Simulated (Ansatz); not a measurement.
## Ag₂S (within 0.1 Å of Cmcm, No. 63, 6 atoms in the cell; start mp-36216; a measured phase of this formula has another space group): smallest direct gap on the k points sampled by level of theory

No measured value is used here.

**Question.** Put these levels in order of the smallest direct gap on the k points sampled that they give for Ag₂S (within 0.1 Å of Cmcm, No. 63, 6 atoms in the cell; start mp-36216; a measured phase of this formula has another space group), smallest first: HSE06 (Ansatz, a program for electronic structure), PBE0 (Ansatz), dielectric-dependent PBEsol hybrid (Ansatz).

**Answer.** dielectric-dependent PBEsol hybrid (1.59 eV), HSE06 (2.13 eV), PBE0 (2.81 eV)

Computed values are for a static lattice. Spin–orbit coupling is included only where a level's name says +SOC; with heavier elements it mostly lowers gaps and can invert bands.  Values are at the PBEsol cell. Ansatz's density-functional and Hartree–Fock values are scalar-relativistic unless marked +SOC, with PAW data made under PBE.

A start named mp-… is a Materials Project structure, which need not be a measured phase.
